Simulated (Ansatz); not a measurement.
## TlBr under a change: pressure 2.1 GPa

Start from TlBr in the CsCl type structure (space group Pm-3m, No. 221; a = 3.9145 Å).

Modification: a hydrostatic pressure of 2.1 GPa.

Calculations: PBEsol (Ansatz, a first-principles code; PAW; 420 eV plane waves; no spin-orbit coupling). k-mesh 9×9×9 (Γ-centred); smearing 0.05 eV (Fermi–Dirac).

```json
[
 {"quantity": "volume per atom", "base": "29.99 Å³", "changed": "28.07 Å³", "shift": "-1.92 Å³"},
 {"quantity": "density", "base": "7.87 g/cm³", "changed": "8.41 g/cm³", "shift": "+0.54 g/cm³"},
 {"quantity": "shortest interatomic distance", "base": "3.390 Å", "changed": "3.316 Å", "shift": "-0.074 Å"},
 {"quantity": "enthalpy H = E + PV relative to the base's energy", "base": "–", "changed": "+0.38 eV/atom", "shift": "–"},
 {"quantity": "band gap", "base": "1.59 eV", "changed": "1.38 eV", "shift": "-0.21 eV"},
 {"quantity": "gap character", "base": "direct at X", "changed": "direct at X", "shift": "–"},
 {"quantity": "mean gap deformation potential ΔEg/Δln V", "base": "–", "changed": "+3.1 eV", "shift": "–"},
 {"quantity": "width of the top valence band", "base": "2.22 eV", "changed": "2.58 eV", "shift": "+0.36 eV"},
 {"quantity": "electron mass", "base": "0.14 mₑ along k, 0.20 mₑ across (at X)", "changed": "0.11 mₑ along k, 0.19 mₑ across (at X)", "shift": "–"},
 {"quantity": "hole mass", "base": "0.20 mₑ along k, 0.43 mₑ across (at X)", "changed": "0.15 mₑ along k, 0.39 mₑ across (at X)", "shift": "–"},
 {"quantity": "valley order (the lowest conduction-band minima on the path, energy above the VBM, named in the base's zone)", "base": "X along ⟨100⟩ 1.59 eV; R along ⟨111⟩ 1.81 eV", "changed": "X along ⟨100⟩ 1.38 eV; R along ⟨111⟩ 1.47 eV", "shift": "–"}
]
```

Spin-orbit coupling, missing from the scalar runs, can matter with Tl. Load acts through the strain it causes; cell and atoms are relaxed under it. Effective masses come from finite differences of ±0.01 Å⁻¹. Along k means along the line from Γ to the band edge. Whether these cells are dynamically stable was not tested.
